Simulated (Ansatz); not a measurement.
The reference is LuCuSe2 (space group R-3m, No. 166; a hypothetical phase, not in the database extracts checked).

```xyz
4
Lattice="1.9976 1.1533 6.1352 -1.9976 1.1533 6.1352 0.0000 -2.3066 6.1352" Properties=species:S:1:pos:R:3 pbc="T T T"
Lu     0.0000     0.0000     0.0000
Cu     0.0000     0.0000     9.2027
Se     0.0000     0.0000     4.5078
Se     0.0000     0.0000    13.8977
```

The values are results of Ansatz (an electronic-structure program) PBE, scalar-relativistic without spin-orbit coupling, not measurements.

Before the change:

The largest site moment comes out as 0.00 μB and the magnetic state is not spin-polarised. The shortest interatomic distance is 2.719 Å.

Modification: Co takes the place of Cu on all its sites, then cell and atoms are relaxed.

Tabulated Pauling electronegativity and covalent radius: Cu 1.90, 1.32 Å; Co 1.88, 1.26 Å.

**Question.** Predict the new largest site moment, magnetic state and shortest interatomic distance.

**Answer.** The largest site moment goes from zero to 1.77 μB; the magnetic state goes from not spin-polarised to ferromagnetic; the shortest interatomic distance drops by 0.090 Å, from 2.719 Å to 2.629 Å.

The magnetic state is the one reached from the starting moments; the real material's order can differ, and small cells can't hold many antiferromagnetic ones. Whether these cells are dynamically stable was not tested. As relaxed here, LuCoSe2 is a hypothetical phase, not in the database extracts checked. Spin-polarised in the final run: LuCoSe2; the other runs are not.
